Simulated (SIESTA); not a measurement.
Worked example: self-consistent single point of BaAlGeH (P3m1, 4 atoms in the cell) in SIESTA.

Method of the run: GGA PBEsol, numerical atomic orbitals DZP, PseudoDojo PBEsol standard norm-conserving potentials (rewritten from UPF to PSML) in SIESTA.

```
CELL_PARAMETERS angstrom
      4.40073     0.00000     0.00000
     -2.20036     3.81114     0.00000
      0.00000     0.00000     5.27210
ATOMIC_POSITIONS crystal
  Ba 0.33333 0.66667 0.09902
  Al 0.00000 0.00000 0.64135
  Ge 0.66667 0.33333 0.55274
  H  0.00000 0.00000 0.97289
```

Reference input (self-consistent single point, DFT, LDA PW92, numerical atomic orbitals DZP, PseudoDojo LDA standard norm-conserving potentials (rewritten from UPF to PSML)): XC.functional = LDA; XC.authors = PW92; potentials = PseudoDojo LDA standard; PAO.BasisSize = DZP; PAO.EnergyShift = 0.01 Ry; MeshCutoff = 400 Ry; kgrid.MonkhorstPack = 5 5 3; OccupationFunction = FD; ElectronicTemperature = 0.01 eV; MaxSCFIterations = 150; SCF.Mixer.Method = Pulay; SCF.Mixer.Weight = 0.1. This run's input differs from it in these lines:

```diff
@@ -1,2 +1,2 @@
-# files in the folder: Ba.psml Al.psml Ge.psml H.psml (PseudoDojo LDA standard)
+# files in the folder: Ba.psml Al.psml Ge.psml H.psml (PseudoDojo PBEsol standard)
 SystemName  BaAlGeH
@@ -26,4 +26,4 @@
 
-XC.functional                LDA
-XC.authors                   PW92
+XC.functional                GGA
+XC.authors                   PBEsol
 PAO.BasisSize                DZP
```

The program printed (abridged):

```
        iscf     Eharris(eV)        E_KS(eV)     FreeEng(eV)     dDmax    Ef(eV) dHmax(eV)
   scf:    1    -3261.291962    -3266.710197    -3266.710197  1.621924 -4.704575  3.514708
   scf:    2    -3266.961060    -3266.837766    -3266.837766  0.029825 -4.910595  2.928028
   scf:    3    -3267.339228    -3267.138501    -3267.138501  0.144061 -4.114731  0.487096
   scf:    4    -3267.148128    -3267.145278    -3267.145278  0.023358 -4.323477  0.190644
   scf:    5    -3267.145895    -3267.145626    -3267.145626  0.001142 -4.314227  0.184252
   [... 3 lines left out ...]
   scf:    9    -3267.145964    -3267.145963    -3267.145963  0.000254 -4.340521  0.000507
   scf:   10    -3267.145963    -3267.145963    -3267.145963  0.000015 -4.340467  0.000412
   scf:   11    -3267.145963    -3267.145963    -3267.145963  0.000065 -4.340238  0.000065
   scf:   12    -3267.145963    -3267.145963    -3267.145963  0.000002 -4.340229  0.000043
SCF Convergence by DM+H criterion
max |DM_out - DM_in|         :     0.0000023406
max |H_out - H_in|      (eV) :     0.0000433478
SCF cycle converged after 12 iterations

Using DM_out to compute the final energy and forces

siesta: E_KS(eV) =            -3267.1460

siesta: E_KS - E_eggbox =     -3267.1460

siesta: Atomic forces (eV/Ang):
     1    0.000023   -0.000013    0.038431
     2   -0.000112    0.000064   -0.189141
     3    0.000102   -0.000061    0.127106
     4   -0.000010    0.000006    0.022542
   Tot    0.000004   -0.000004   -0.001062
   Max    0.189141
   Res    0.067029    sqrt( Sum f_i^2 / 3N )
   Max    0.189141    constrained

Stress tensor Voigt[x,y,z,yz,xz,xy] (kbar):        1.25        1.37        6.91       -0.00        0.00        0.10
(Free)E + p*V (eV/cell)    -3267.3213
   [... lines left out ...]
siesta: FreeEng =     -3267.145963
   [... lines left out ...]
siesta:     0.000782    0.000065    0.000001
siesta:     0.000065    0.000857   -0.000001
siesta:     0.000001   -0.000001    0.004311

siesta: Cell volume =         88.422517 Ang**3

siesta: Pressure (static):
siesta:                Solid            Molecule  Units
siesta:          -0.00002160         -0.00001626  Ry/Bohr**3
siesta:          -0.00198324         -0.00149256  eV/Ang**3
siesta:          -3.17750206         -2.39134344  kBar
```

The run converged in 12 iterations. Against the reference run the pressure goes from -1.93 to -0.32 GPa, the largest force goes from 0.161 to 0.189 eV/Å and the gap on the mesh stays at 1.313 eV.

The starting cell comes from a database of computed structures (which also holds hypothetical and non-ambient phases and stackings), without a prior relaxation at this level. Its lattice was rescaled by a random factor within 2.5 % of one. Values carry the incompleteness of an atom-centred basis. The basis of the alkali or alkaline-earth atoms may lack their empty d shell, which can raise the gap.
